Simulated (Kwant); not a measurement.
Model system: wire with a row of barriers in a CdTe two-dimensional gas. Effective mass 0.096 mₑ, grid spacing 5 nm, hard walls, nominal width 100 nm (19 grid rows, so walls 100 nm apart), one parabolic valley, scattering region 500 nm long along x; energies count from the band bottom; Fermi energy swept from 0.00031336 to 0.0037211 eV. 3 barrier(s) across the wire, height 0.063 eV, thickness 20 nm (about 4 grid columns), spaced by 30 nm.

Constants are typed, rounded textbook-type inputs, not results; the design itself was drawn at random and stands for no fabricated device.

Kwant, effective-mass tight-binding model on a square grid, one spin, coherent transport at 0 K. Conductance is in e²/h.

### Question
How many channels do the leads carry at E = 2.01 meV?

### Answer
The hard-wall thresholds are n² ħ²π²/(2mW²) = n² × 0.392 meV with W = 100 nm. √(2.01/0.392) = 2.26, so 2.
